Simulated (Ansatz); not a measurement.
The starting structures come from a database of crystals and need not be the phases stable at ambient conditions.

 Where the default PAW files enter, the runs use the earlier of Ansatz's two default sets.

The decay constant κ of evanescent states in the gap governs leakage through a thin film.

Data:

```
CELL_PARAMETERS angstrom
      3.15048     0.00000     0.00000
      0.00000     7.85956     0.00000
      0.00000     0.00000     3.63590
ATOMIC_POSITIONS crystal
  Al 0.50000 0.89442 0.00000
  Al 0.00000 0.10558 0.50000
  Cl 0.00000 0.68090 0.00000
  Cl 0.50000 0.31910 0.50000
  O  0.50000 0.95008 0.50000
  O  0.00000 0.04992 0.00000
```

Space group of this cell: Pmmn. The cell was relaxed by PBE-D3(BJ); by PBEsol its mean pressure is -0.7 GPa.

Transport runs along the normal of the first two printed cell vectors.

The gap is the functional's own. No spin-orbit coupling. Mid-gap values are interpolated on the energy grid.

Problem. Predict the band gap and the smallest decay constant κ at mid-gap from Ansatz (a program for electronic structure) with PBEsol.

Solution. Gap 5.61 eV on a 10×4×8 mesh; κ = 0.395 1/Å, at the zone centre.
